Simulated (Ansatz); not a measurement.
## TlBr under a change: pressure 9 GPa

The parent structure is TlBr in the CsCl type structure (space group Pm-3m, No. 221; a = 3.840 Å).

It is then changed as follows: a hydrostatic pressure of 9 GPa.

The values are results of LDA in Ansatz (plane waves to 420 eV, PAW, spin-orbit coupling left out), not measurements. k-mesh 9×9×9 (Γ-centred); smearing 0.05 eV (Fermi–Dirac).

| quantity | base | changed | shift |
|---|---|---|---|
| density | 8.34 g/cm³ | 9.91 g/cm³ | +1.57 g/cm³ |
| lattice parameter a | 3.840 Å | 3.625 Å | -0.215 Å |
| shortest interatomic distance | 3.325 Å | 3.139 Å | -0.186 Å |
| enthalpy H = E + PV relative to the base's energy | – | +1.44 eV/atom | – |
| band gap | 1.37 eV | 0.45 eV | -0.92 eV |
| gap character | direct at X | indirect, X → R | – |
| smallest direct gap | 1.37 eV | 0.78 eV | -0.581 eV |
| width of the top valence band | 2.49 eV | 3.30 eV | +0.81 eV |
| electron mass (degenerate bands, along [100]) | – | 0.16, 0.26, 0.26 mₑ (at R) | – |
| hole mass | 0.16 mₑ along k, 0.39 mₑ across (at X) | 0.070 mₑ along k, 0.29 mₑ across (at X) | – |
| valley order (the lowest conduction-band minima on the path, energy above the VBM, named in the base's zone) | X along ⟨100⟩ 1.37 eV; R along ⟨111⟩ 1.49 eV | R along ⟨111⟩ 0.45 eV; X along ⟨100⟩ 0.78 eV | – |

Final structure:

```xyz
2
Lattice="3.6248 0.0000 0.0000 0.0000 3.6248 0.0000 0.0000 0.0000 3.6248" Properties=species:S:1:pos:R:3 pbc="T T T"
Tl     0.0000     0.0000     0.0000
Br     1.8124     1.8124     1.8124
```

Spin-orbit coupling, missing from the scalar runs, can matter with Tl. Load acts through the strain it causes; cell and atoms are relaxed under it. Effective masses come from finite differences of ±0.01 Å⁻¹. Along k means along the line from Γ to the band edge. Whether these cells are dynamically stable was not tested. No other phases were tried under pressure.

Ansatz is a first-principles code.
